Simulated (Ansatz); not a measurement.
AlN: pressure series

Start from AlN in the rock salt structure (space group Fm-3m, No. 225; a model cell, its experimental status unchecked).

```cif
data_AlN
_chemical_formula_sum 'Al1 N1'
_space_group_name_H-M_alt 'P 1'
_space_group_IT_number 1
_cell_length_a 2.86042
_cell_length_b 2.86042
_cell_length_c 2.86042
_cell_angle_alpha 60.000
_cell_angle_beta 60.000
_cell_angle_gamma 60.000
loop_
_space_group_symop_operation_xyz
  'x, y, z'
loop_
_atom_site_label
_atom_site_type_symbol
_atom_site_fract_x
_atom_site_fract_y
_atom_site_fract_z
_atom_site_occupancy
Al1 Al 0.50000 0.50000 0.50000 1
N1 N 0.00000 0.00000 0.00000 1
```

Cell and atoms are relaxed at each pressure.

Calculations: Kohn–Sham DFT with the PBEsol functional, run in Ansatz (a quantum-chemistry and plane-wave program) with PAW and 420 eV plane waves, no SOC.

```json
[
 {"P (GPa)": "-2.00", "V (Å³/atom)": "8.339"},
 {"P (GPa)": "-1.00", "V (Å³/atom)": "8.306"},
 {"P (GPa)": "0.29", "V (Å³/atom)": "8.265"},
 {"P (GPa)": "0.69", "V (Å³/atom)": "8.253"},
 {"P (GPa)": "1.49", "V (Å³/atom)": "8.228"},
 {"P (GPa)": "3.00", "V (Å³/atom)": "8.183"},
 {"P (GPa)": "5.00", "V (Å³/atom)": "8.124"},
 {"P (GPa)": "7.50", "V (Å³/atom)": "8.054"},
 {"P (GPa)": "10.00", "V (Å³/atom)": "7.986"}
]
```

Question: Fit a third-order Birch–Murnaghan equation of state.

Answer: Least squares on P(V) = (3B₀/2)[(V₀/V)^(7/3) − (V₀/V)^(5/3)]·[1 + (3/4)(B₀′ − 4)((V₀/V)^(2/3) − 1)] gives V₀ = 8.27 Å³/atom, B₀ = 263 GPa and B₀′ = 4.0.

Between the base and pressure 10 GPa the gap moves from 4.55 eV to 4.89 eV, a mean slope of 34 meV/GPa.

Load acts through the strain it causes; cell and atoms are relaxed under it. Whether these cells are dynamically stable was not tested. Competing high-pressure phases were not computed. The base started in Pnma and relaxed to Fm-3m at this level. This is not the structure that AlN has at room temperature and ambient pressure.
